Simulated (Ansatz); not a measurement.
ZnSe in the zinc blende structure, the quasi-harmonic free energy with Ansatz (a program for electronic structure), LDA functional, plane-wave PAW. Dynamical quadrupoles are not included in the interpolation of the phonons between the solved wave vectors.

| T (K) | α_L (10⁻⁶/K) | C_P (J/mol/K) | bulk modulus B_T (GPa) | γ |
|---|---|---|---|---|
| 50 | -0.4 | 15.9 | 70.6 | -0.13 |
| 350 | 7.6 | … | 67.3 | 0.84 |
| 400 | 7.8 | 48.7 | 66.7 | 0.85 |
| 500 | 8.2 | 49.4 | 65.5 | 0.87 |
| 550 | 8.3 | 49.7 | 64.9 | 0.87 |
| 600 | 8.5 | 49.9 | 64.2 | 0.88 |
| 750 | 8.9 | 50.3 | … | 0.89 |
| 850 | 9.2 | 50.6 | 61.2 | 0.90 |

Question: Some entries are withheld; supply them.

Answer: 
- 350, C_P (J/mol/K): 48.2
- 750, bulk modulus B_T (GPa): 62.4

Whether this phase is the stable one at each condition was not tested.

The PAW data sets were generated under PBE and serve the other functionals too.
